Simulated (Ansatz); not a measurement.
The reference is ZnF2 in the rutile structure (space group P4_2/mnm, No. 136; a = 4.801 Å, c = 3.175 Å). Axes: x, y, z lie along a, b, c of the conventional cell.

All numbers come from PBE/PAW in Ansatz (a program for electronic structure), no SOC.

For the base:

The gap character is indirect, R → Γ, the band gap comes out as 3.52 eV and the smallest direct gap is 3.53 eV. The electron mass is 0.41 mₑ along c, 0.45 mₑ across (at Γ).

It is then changed as follows: biaxial strain +2.40 %, plane normal [001], relaxed out of plane (Cartesian); in-plane vectors clamped, the third vector and the atoms free.

Question: How does this affect the gap character, band gap, in-plane stress, smallest direct gap and electron mass?

Answer: The gap character stays indirect, R → Γ; the band gap grows by 0.02 eV to 3.54 eV; the mean in-plane stress (compression positive) amounts to -2.5 GPa; the smallest direct gap rises by 0.12 eV to 3.65 eV; the electron mass becomes 0.41 mₑ out of plane, 0.46 mₑ in plane (at Γ) (base: 0.41 mₑ along c, 0.45 mₑ across (at Γ)).

Effective masses come from finite differences of ±0.01 Å⁻¹. Stability against distortions was not tested.
